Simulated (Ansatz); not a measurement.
The reference is CsPbBr$_{3}$ in the cubic perovskite structure (space group Pm-3m, No. 221; a = 5.8721 Å). Axes: x, y, z lie along the cube axes.

Method: PBEsol (Ansatz, an electronic-structure program, PAW, spin-orbit coupling left out).

Base values:

- Pressure: 0.00 GPa
- Band gap: 1.43 eV

It is then changed as follows: the cell is stretched by 4.18 % along x with no lateral relaxation; the atoms relax in the strained cell.

What happens to the energy relative to the base, pressure, electron mass and band gap?

The energy rises by 9.7 meV/atom; the pressure (mean of the normal stresses, compression positive) goes from zero to -0.72 GPa; the electron mass comes out as 0.091 mₑ along x, 0.73 mₑ across (at R); the band gap falls by 0.02 eV to 1.41 eV.

With Pb present, leaving out spin-orbit coupling can change the band edges. Effective masses come from finite differences of ±0.01 Å⁻¹. Whether these cells are dynamically stable was not tested. Many cubic perovskites are stable only at high temperature; tilts and polar distortions were not tested. This is not the structure that CsPbBr3 has at room temperature and ambient pressure.
